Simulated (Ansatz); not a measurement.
The reference is Al in the fcc (Cu type) structure (space group Fm-3m, No. 225; relaxed with 0.1 eV smearing).

```
Al
1.0
    0.00000     1.99618     1.99618
    1.99618     0.00000     1.99618
    1.99618     1.99618     0.00000
Al
1
Direct
  0.00000   0.00000   0.00000
```

Cartesian axes are those of the cell as printed.

The values are results of r2SCAN in Ansatz (plane waves to 500 eV, PAW, no spin-orbit coupling), earlier PAW set, not measurements.

Strains are applied to the cell and any free atomic positions relax; under biaxial strain the out-of-plane vector relaxes too.

One change was made to it. Results:

```csv
quantity,base,after
energy relative to the base (free energy F),0 meV/atom,+11 meV/atom
pressure,0.0 GPa,4.9 GPa
```

Q: Which change produced these results?
(A) strain tensor (xx, yy, zz, yz, xz, xy) = (+1.52, +0.77, −0.87, −0.93, +1.02, +0.19) %
(B) isotropic strain −1.57 %
(C) biaxial strain −1.92 %, plane normal [001], relaxed out of plane
(D) biaxial strain +2.29 %, plane normal [111], relaxed out of plane

A: B, isotropic strain −1.57 %. For comparison, the energy relative to the base in the other runs: biaxial strain +2.29 %, plane normal [111], relaxed out of plane gives +7.3 meV/atom; strain tensor (xx, yy, zz, yz, xz, xy) = (+1.52, +0.77, −0.87, −0.93, +1.02, +0.19) % gives +3.3 meV/atom; biaxial strain −1.92 %, plane normal [001], relaxed out of plane gives +5.3 meV/atom.

No phonon test of stability was made.

Ansatz is a first-principles code.
